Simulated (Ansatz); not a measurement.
**WC, response to strain**

Take WC (space group P-6m2, No. 187; relaxed with 0.1 eV smearing) as the base.

```xyz
2
Lattice="2.9127 0.0000 0.0000 -1.4563 2.5225 0.0000 0.0000 0.0000 2.8354" Properties=species:S:1:pos:R:3 pbc="T T T"
W      0.0000     0.0000     0.0000
C      0.0000     1.6816     1.4177
```

Cartesian axes are those of the cell as printed.

Strains are applied to the cell and any free atomic positions relax.

The values are results of r2SCAN (Ansatz, a program for electronic structure), without spin-orbit coupling, not measurements.

Notes on the quantities. energy relative to the base: free energy F.

| uniaxial strain ε_xx (%) | energy relative to the base (meV/atom) |
|---|---|
| -3 | 23.2 |
| -2.5 | 15.9 |
| -2 | ? |
| -1.5 | 5.6 |
| -1 | 2.5 |
| -0.5 | 0.6 |
| 0 | 0.0 |

Q: Fit ΔE = Aε² + Bε³ (ε in %) to the rows shown and predict the withheld row.

A: Least squares on the printed values gives A = 2.40 and B = -0.058 meV/atom (largest residual 0.0 meV/atom); this predicts 10.1 meV/atom, and the run gives 10.1 meV/atom, in agreement.

Stability against distortions was not tested. All final runs are without spin polarisation.
